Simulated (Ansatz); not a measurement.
## NaCl: energy against strain

NaCl (rock salt, Fm-3m, 21.969 Å³/atom at rest) under an equal strain ε in the (001) plane with the normal axis free, as in a coherent film. PBEsol in Ansatz, a plane-wave DFT program (PAW, default set), 420 eV, 10×10×10 Γ-centred mesh, Fermi-Dirac smearing 0.05 eV; ions are relaxed within the symmetry of each cell.

Here s stands for strain and y for E less E0.

| strain (%) | E less E0 (meV/atom) |
|---|---|
| -1.50 | 2.05 |
| -1.00 | 0.90 |
| -0.50 | 0.22 |
| 0.00 | 0.00 |
| 0.50 | 0.20 |
| 1.00 | 0.79 |
| 1.50 | 1.75 |
| 3.00 | ? |

Question: Fit y against s with a parabola, and predict the withheld value at s = 3.00.

Answer: Least squares gives y = 0.000 - 0.0814·s + 0.8448·s². Residuals (row less fit): 0.027, -0.026, -0.032, 0.000, 0.030, 0.027, -0.029; standard error 0.035 (degrees of freedom: 4). Twice the quadratic coefficient over the volume, 2 × 0.8448 meV × 10⁴ × 0.1602 / 21.969 Å³, is twice the biaxial elastic modulus of this plane = 123 ± 2 GPa. At the withheld row, y = 0.000 - 0.0814 × 3.0 + 0.8448 × 3.0² = 7.359 meV/atom. The calculation gives 6.61 meV/atom, 0.749 meV/atom below the prediction (11.3 % of the range of y in the table). The row lies outside the fitted rows, so this is an extrapolation. From the scatter of the fitted rows alone, a prediction at this place has a standard error of 0.133 meV/atom, so the miss is 5.6 times that.

One order more, fitted to all 13 runs of the series, follows each within 0.01, so the miss is the next term of a smooth law. Rows are the converged runs of the series near zero and its far end; series whose fitted rows scatter by over a few per cent of the range, as at a crossing or softening among them, aren't shown in this form. Most that stay on the fit to the last digits aren't either.
